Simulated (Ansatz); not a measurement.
Take GaN in the wurtzite structure (space group P6_3mc, No. 186; a = 3.183 Å, c = 5.185 Å) as the base.

Computed with PBEsol, PAW, 420 eV (Ansatz, a program for electronic structure; no spin-orbit coupling).

Before the change:

| Property | Result |
|---|---|
| Lattice parameter a | 3.183 Å |
| Band gap | 1.88 eV |
| Electron mass | 0.16 mₑ along c, 0.17 mₑ across (at Γ) |
| Width of the top valence band | 2.82 eV |

The change: cell and atoms relaxed at a pressure of 15 GPa.

Problem. What does the calculation give for the lattice parameter a, band gap, electron mass and width of the top valence band after the change?

Solution. The lattice parameter a falls by 0.0722 Å (3.183 Å → 3.110 Å); the band gap increases by 0.448 eV to 2.32 eV; the electron mass goes from 0.16 mₑ along c, 0.17 mₑ across (at Γ) to 0.19 mₑ along c, 0.21 mₑ across (at Γ); the width of the top valence band increases by 0.245 eV (2.82 eV → 3.06 eV).

Load acts through the strain it causes; cell and atoms are relaxed under it. Masses are band curvatures over ±0.01 Å⁻¹ around the edge. No phonon test of stability was made. Tetrahedral semiconductors of this kind turn to denser phases somewhere between about 1 and 50 GPa; those were not computed, so compressed cells here can lie past the real transition.
